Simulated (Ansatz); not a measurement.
This concerns the energy change on adding Co to slab B from Co (hcp). Reaction: cell B + Co (hcp) → cell A. A negative value means that the right-hand side lies lower.

Cell A: a stack of composition Co3Ru7 built on Ru (hcp, P6₃/mmc) (0001), with 7 atoms on that crystal's sites, 10 atoms, hexagonal cell of 2.72 Å (6.4 Å²), symmetry P3m1, 18.6 Å thick under 16 Å of vacuum, in-plane vectors held at the crystal's, which may strain the added film; planes from bottom to top: Ru × 7 | Co × 3, its two faces unlike (dipole correction applied); against B it holds Co more, on a cell with one atom a plane; spin state with PBE: parallel moments, net moment 5.1 μB a cell, k-point mesh 20×20×1.
```
CELL_PARAMETERS angstrom
      2.72180     0.00000     0.00000
     -1.36090     2.35714     0.00000
      0.00000     0.00000    34.82161
ATOMIC_POSITIONS crystal
  Ru 0.00000 0.00000 0.23321
  Ru 0.33333 0.66667 0.29249
  Ru 0.00000 0.00000 0.35427
  Ru 0.33333 0.66667 0.41613
  Ru 0.00000 0.00000 0.47794
  Ru 0.33333 0.66667 0.53961
  Ru 0.00000 0.00000 0.60046
  Co 0.33333 0.66667 0.65909
  Co 0.00000 0.00000 0.71424
  Co 0.33333 0.66667 0.76659
```

Cell B: a stack of composition Co2Ru7 built on Ru (hcp, P6₃/mmc) (0001), with 7 atoms on that crystal's sites, 9 atoms, hexagonal cell of 2.72 Å (6.4 Å²), symmetry P3m1, 16.7 Å thick under 16 Å of vacuum, in-plane vectors held at the crystal's, which may strain the added film; planes from bottom to top: Ru × 7 | Co × 2, its two faces unlike (dipole correction applied); spin state with PBE: parallel moments, net moment 3.4 μB a cell, k-point mesh 20×20×1.
```
CELL_PARAMETERS angstrom
      2.72180     0.00000     0.00000
     -1.36090     2.35714     0.00000
      0.00000     0.00000    32.90885
ATOMIC_POSITIONS crystal
  Ru 0.00000 0.00000 0.24657
  Ru 0.33333 0.66667 0.30929
  Ru 0.00000 0.00000 0.37462
  Ru 0.33333 0.66667 0.44013
  Ru 0.00000 0.00000 0.50553
  Ru 0.33333 0.66667 0.57065
  Ru 0.00000 0.00000 0.63511
  Co 0.33333 0.66667 0.69779
  Co 0.00000 0.00000 0.75306
```

Reference: Co (hcp, P6₃/mmc), 2 atoms in the cell; spin state with PBE: parallel moments, net moment 3.2 μB a cell, k-point mesh 30×30×16 on the run's own vectors. Conventional cell: a = b = 2.493 Å, c = 4.037 Å, α = β = 90.00°, γ = 120.00°.

Plane-wave PAW calculations with Ansatz (a program for electronic structure), its PAW set soft_1, cutoff 420 eV. The structures are at rest with PBE, within the held lattices. Neutral cells; Fermi-Dirac smearing of at most 0.10 eV in the solids, energies taken to zero width. A dispersion term (D3(BJ), or D4 for r2SCAN) was computed beside these levels and is taken off wherever the name lacks it. No zero-point or thermal terms. Cells are local rest points, mostly with their start's symmetry. No search over spin orders was made beyond those shown. No correction for cell size. Cell A has symmetry P3m1 and got no random move, so less symmetric positions, which may lie lower, weren't tried. Cell B has symmetry P3m1 and got no random move, so less symmetric positions, which may lie lower, weren't tried.

What is the computed value (PBE)?

0.19 eV, for cell B + Co (hcp) → cell A.
